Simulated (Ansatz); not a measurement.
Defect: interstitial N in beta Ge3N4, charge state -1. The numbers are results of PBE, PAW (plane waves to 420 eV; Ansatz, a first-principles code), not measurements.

Settings: 84 host sites, the relaxed PBE lattice, one k-point at (0.250, 0.250, 0.250), smearing 0.01 eV, spin-restricted, no image-charge correction. No zero-point or tunnelling terms. The charge state is imposed; whether it is stable for some Fermi level was not computed. Sites that were not tried may lie lower.

Barriers: single points on a 2×2×2 k-point mesh shifted by half a step along c at the bands' geometries.

The step: several atoms move together, N the farthest; the atom moves 1.11 Å along (-0.11, 0.02, -0.15) of the unit cell; the moving atom starts with neighbours Ge at 1.81, Ge at 2.04; N at 1.45 Å and ends with Ge at 1.81, Ge at 2.04; N at 1.45 Å.

**Question.** Give the migration barrier of this step at the level PBE, PAW.

**Answer.** 66 kJ/mol, the same both ways. At the saddle the moving atom has neighbours Ge at 1.91, Ge at 1.93, Ge at 2.47; 2 N at 2.04 Å. The saddle point's order was not checked.
